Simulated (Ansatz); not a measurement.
ScOF (space group P2_1/c, No. 14; a cell from a computed database, its experimental status unchecked)

```xyz
12
Lattice="5.1536 0.0000 0.0000 0.0000 5.1246 0.0000 -0.9042 0.0000 5.1342" Properties=species:S:1:pos:R:3 pbc="T T T"
Sc     3.3044     2.4189     1.4788
Sc     0.9450     2.7057     3.6554
Sc     1.3971     4.9812     1.0883
Sc     2.8523     0.1434     4.0459
O      2.7913     3.8239     0.0613
O      1.4581     1.3007     5.0729
O      1.9102     1.2616     2.5058
O      2.3391     3.8630     2.6284
F      4.2627     1.6770     3.3837
F     -0.0133     3.4475     1.7505
F     -0.4654     4.2393     4.3176
F      4.7148     0.8853     0.8166
```

Level of theory: plane-wave PAW DFT at the PBEsol level (Ansatz, a program for electronic structure, 420 eV), no SOC. Settings: 5×5×5 k-points, 0.05 eV Fermi–Dirac smearing.

| Quantity | Value |
|---|---|
| Volume per atom | 11.30 Å³ |
| Density | 3.92 g/cm³ |
| Band gap | 4.56 eV, indirect, Z → Y₂ |
| Total energy | -1159.588 eV/atom (σ→0; compares only within this code and set-up) |

Gaps are read on the SCF mesh and a high-symmetry path. Whether these cells are dynamically stable was not tested. The final runs are not spin-polarised.
